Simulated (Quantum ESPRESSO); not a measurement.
Habitual settings against a tight run: In2Ni3Se2 (R-3m, 7 atoms in the cell)

Self-consistent single point.

```
In2Ni3Se2
1.0
    2.68298     1.54902     4.67028
   -2.68298     1.54902     4.67028
    0.00000    -3.09804     4.67028
In Ni Se
2 3 2
Direct
  0.00000   0.00000   0.00000
  0.50000   0.50000   0.50000
  0.00000   0.00000   0.50000
  0.50000   0.00000   0.00000
  0.00000   0.50000   0.00000
  0.28279   0.28279   0.28279
  0.71721   0.71721   0.71721
```

Computed with LDA (PZ), PSlibrary ultrasoft (LDA) pseudopotentials (plane waves; Quantum ESPRESSO 7.5).

Base settings: ecutwfc = 50 Ry; ecutrho = 300 Ry; occupations = smearing; smearing = methfessel-paxton; degauss = 0.0147 Ry; K_POINTS = automatic 6 6 6 0 0 0; conv_thr = 1e-10 Ry.

Tight run (finer mesh or higher cutoff; not a proven limit): ecutwfc: 50 Ry → 70 Ry; ecutrho: 300 Ry → 420 Ry; conv_thr: 1e-10 Ry → 7.3e-11 Ry; K_POINTS: automatic 6 6 6 0 0 0 → automatic 9 9 9 0 0 0. It gave Fermi level (on the code's own zero) 11.41 eV; pressure -2.09 GPa; largest force (vector length) 0.297 eV/Å.

Quick runs, as changes from the base:
- A: the base itself
- B: ecutwfc: 50 Ry → 25 Ry; ecutrho: 300 Ry → 150 Ry; K_POINTS: automatic 6 6 6 0 0 0 → automatic 4 4 4 0 0 0
- C: ecutwfc: 50 Ry → 40 Ry; ecutrho: 300 Ry → 240 Ry; K_POINTS: automatic 6 6 6 0 0 0 → automatic 2 2 2 1 1 1
- D: ecutwfc: 50 Ry → 30 Ry; ecutrho: 300 Ry → 180 Ry; pseudopotentials: {In: In.pz-dn-rrkjus_psl.1.0.0.UPF, Ni: Ni.pz-n-rrkjus_psl.1.0.0.UPF, Se: Se.pz-n-rrkjus_psl.1.0.0.UPF} → {In: In.pbe-dn-rrkjus_psl.1.0.0.UPF, Ni: Ni.pbe-n-rrkjus_psl.1.0.0.UPF, Se: Se.pbe-n-rrkjus_psl.1.0.0.UPF}; K_POINTS: automatic 6 6 6 0 0 0 → automatic 3 3 3 0 0 0; input_dft: default → pbesol [PBEsol]
- E: ecutwfc: 50 Ry → 25 Ry; ecutrho: 300 Ry → 150 Ry; smearing: methfessel-paxton → fermi-dirac; pseudopotentials: {In: In.pz-dn-rrkjus_psl.1.0.0.UPF, Ni: Ni.pz-n-rrkjus_psl.1.0.0.UPF, Se: Se.pz-n-rrkjus_psl.1.0.0.UPF} → {In: In.pbe-dn-rrkjus_psl.1.0.0.UPF, Ni: Ni.pbe-n-rrkjus_psl.1.0.0.UPF, Se: Se.pbe-n-rrkjus_psl.1.0.0.UPF}; K_POINTS: automatic 6 6 6 0 0 0 → automatic 2 2 2 0 0 0; input_dft: default → pbesol [PBEsol]
- F: ecutwfc: 50 Ry → 40 Ry; ecutrho: 300 Ry → 240 Ry; smearing: methfessel-paxton → marzari-vanderbilt

Energies are extrapolated to zero smearing width, which holds to low order in the width alone (under cold and Methfessel-Paxton smearing the free energy itself is taken).

Dashes: time of B, C, E, under 30 s; energy of D, E, another energy zero.

† marks runs with another functional, U, potentials or spin treatment: their distance from the tight run is not a convergence error alone.

The count of work is k-points × plane waves × bands × iterations; it is no time. Core times come from one kind of shared machine and are given to one figure; runs under 30 s give none.

The starting cell comes from a database of computed structures (which also holds hypothetical and non-ambient phases and stackings), without a prior relaxation at this level. Its lattice was rescaled by a random factor within 2.5 % of one. Spin polarisation is off, so a magnetic state, if there is one, cannot be reached. In the base run, with a pressure of about -3 GPa the cell is away from its equilibrium volume at this level.

```tsv
run	energy less tight (meV/atom)	pressure less tight (GPa)	largest miss in a force vector (eV/Å)	count of work / tight	core time / tight (rough)
A	26.0	-1.08	0.017	0.21	0.3
B	3231.3	-177.42	0.040	0.033	–
C	38.8	-1.23	0.492	0.011	–
D†	–	-34.79	0.350	0.021	0.05
E†	–	-175.97	0.090	0.010	–
F	58.3	-0.58	0.008	0.16	0.2
```

Among the runs at the tight run's level, the energy misses run from 26.0 to 3231.3 meV/atom.
